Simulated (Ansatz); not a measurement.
Defect calculation: H_O in metastable alpha Ga2O3

Level of theory: PBE, PAW (plane waves to 420 eV; Ansatz, a first-principles code). The supercell holds 120 host sites (2×2×1 repeats of the unit cell), with a 2×2×2 Γ-centred k-point sampling for the final energies. Site at the start: the O site. Charged cells carry a point-charge image correction with potential alignment at far atoms. Dielectric constants: PBE linear response of the host. Host gap at this level: 2.40 eV. Finite-size and sampling errors can reach tenths of an eV here. PBE underestimates the host's gap, which shifts levels and can delocalise carriers. Spin–orbit coupling is left out. Each state is the lowest found from its start.

Formation energies E_f are given with the Fermi level at the valence-band maximum. Chemical conditions: O-rich (Δμ(O) = 0.00 eV, Δμ(H) = -1.25 eV, bounded by H2O molecule; only phases computed here count, gases as isolated molecules at 0 K). Reference phases: H: H2 molecule in a box, O: O2 molecule in a box.

```csv
charge,moment (μB),point group,largest move off a lattice site (Å),image correction with alignment (eV),"E_f, O-rich (eV)"
+1,not spin-polarised,C2,0.31,0.06,2.79
0*,quenched,C2,0.32,–,–
−1*,not spin-polarised,C2,0.32,–,–
```

* At this level the carrier isn't localised at the defect: at charge 0 electrons occupy the conduction band; at charge −1 electrons occupy the conduction band. Such a state is shallow or no state of the defect, and this cell gives it no level.

Point groups are those of the whole cell at tolerances of 0.03 and 0.1 Å ("near" where only the looser one holds); none is given for unsettled states.

Starting moments that weren't kept: charge 0 began with 1 μB and ended with 0.0.

Flagged in the runs: a host whose relaxation on this sampling wasn't shown to rest.
